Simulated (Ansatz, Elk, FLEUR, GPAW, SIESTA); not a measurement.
One structure in several programs: Ti3In (I4/mmm, 4 atoms in the cell)

Self-consistent single point, at a second geometry (lattice scaled by 0.98). First geometry:

```
CELL_PARAMETERS angstrom
     -2.01361     2.01361     4.30186
      2.01361    -2.01361     4.30186
      2.01361     2.01361    -4.30186
ATOMIC_POSITIONS crystal
  Ti 0.75000 0.25000 0.50000
  Ti 0.25000 0.75000 0.50000
  Ti 0.50000 0.50000 0.00000
  In 0.00000 0.00000 0.00000
```

Shared settings, as Ansatz (a program for electronic structure) writes them: kpoints.mp_grid.grid = 8 8 8; scf.occupations.method = fermi_dirac; scf.occupations.width = 0.0073 Ry. Potentials and cutoffs stand in the table.

| code | model | ΔF from the first geometry (meV/atom) | pressure (GPa) | cutoff |
|---|---|---|---|---|
| GPAW | LDA (Perdew-Wang 92), GPAW PAW datasets LDA (gpaw-data 1.0.1) | -1.2 | 3.63 | 850 eV |
| SIESTA | LDA PW92, numerical atomic orbitals DZP, PseudoDojo LDA standard norm-conserving potentials (rewritten from UPF to PSML) | -5.8 | 3.07 | grid 350 Ry |
| FLEUR | LDA (Perdew-Zunger), all-electron FLAPW (FLEUR), scalar-relativistic valence | 0.9 | – | Kmax 4 1/bohr |
| Elk | LDA (PW92), all-electron FP-LAPW, Elk's shipped species files, default APW+lo basis | -1.6 | – | default |
| Ansatz | LDA (PW92), PAW files made with PBE | -2.6 | 3.54 | 30.9 Ry |

A dash marks a value that a program does not give, or that is left out as unsure.

On Ansatz's run: spin polarisation is off.

The spread over the programs that give each value: ΔF from the first geometry within 6.7 meV/atom; pressure within 0.56 GPa.

SIESTA uses small atom-centred bases, whose incompleteness enters pressures, forces and empty levels differently from a plane-wave cutoff. FLEUR and Elk treat all electrons, but the usual bases taken here (sphere radii, linearisation, local orbitals, empty states) were not tested for convergence, so the values are no reference for the others. Ansatz's pressure is given at a fixed set of plane waves, as the other plane-wave codes print theirs.

The starting cell comes from a database of computed structures (which also holds hypothetical and non-ambient phases and stackings), without a prior relaxation at this level. Its lattice was rescaled by a random factor within 2.5 % of one. For this run, on top of that: lattice scaled by 0.98.

Keys are those of Ansatz 0.2.
